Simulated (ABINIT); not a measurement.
Band structure of CaCuSi (P-6m2, 3 atoms in the cell).

```yaml
crystal:
  lattice:
    - [4.12183, 0.00000, 0.00000]
    - [-2.06092, 3.56961, 0.00000]
    - [0.00000, 0.00000, 4.08101]
  atoms:
    - { symbol: Ca, position: [0.00000, 0.00000, 0.00000] }
    - { symbol: Si, position: [0.33333, 0.66667, 0.50000] }
    - { symbol: Cu, position: [0.66667, 0.33333, 0.50000] }
```

Level of theory: PBEsol, PAW (JTH v2.0 PBE PAW, files made for PBE) (plane waves; ABINIT).

Settings: pseudos = [Ca.GGA_PBE-JTH.xml, Si.GGA_PBE-JTH.xml, Cu.GGA_PBE-JTH.xml]; ecut = 30 Ha; pawecutdg = 60 Ha; ixc = -116133; occopt = 7; tsmear = 0.1 eV; ngkpt = 8 8 7; nshiftk = 1; shiftk = 0 0 0; potentials = JTH v2.0 PBE PAW; kptopt = 1; nstep = 80; tolvrs1 = 1e-11.

The starting cell comes from a database of computed structures (which also holds hypothetical and non-ambient phases and stackings), without a prior relaxation at this level. Spin polarisation is off. The potentials were made for another functional than the one used.

These are the values that this program gave, and no reference: the one-centre exchange-correlation terms come from a truncated expansion.

Levels in eV from the Fermi level, bands 13 to 20:
```tsv
point	13	14	15	16	17	18	19	20
Γ	-3.03	-3.03	0.00	0.64	0.64	1.43	2.88	4.33
M	-3.20	-3.15	-3.10	-0.54	0.45	1.06	4.05	4.17
K	-3.17	-3.07	-3.06	-2.74	1.00	2.12	3.49	3.52
A	-3.12	-3.12	-2.80	1.87	1.87	2.64	2.64	3.14
L	-3.11	-3.08	-2.67	-1.19	-0.97	-0.11	3.55	4.87
H	-3.23	-2.75	-2.70	-2.16	-1.01	0.15	3.85	5.02
```

Bands cross the Fermi level along this path, so the cell is metallic at this level.
